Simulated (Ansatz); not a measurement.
Start from HfSiO₄ (space group I4_1/amd, No. 141; a = 6.5821 Å, c = 5.9661 Å). Axes: x, y, z lie along a, b, c of the conventional cell.

The values are results of PBEsol (Ansatz, a quantum-chemistry and plane-wave program, PAW, no spin-orbit coupling), not measurements.

One thing is altered: tensile biaxial strain of 4.54 % in the plane normal to [001], as in epitaxy on a mismatched substrate; the out-of-plane cell vector and the atoms relax.

Q: Estimate the effect on the ratio −ε⊥/ε∥.

A: The ratio −ε⊥/ε∥ comes out as 0.52.

Whether these cells are dynamically stable was not tested.
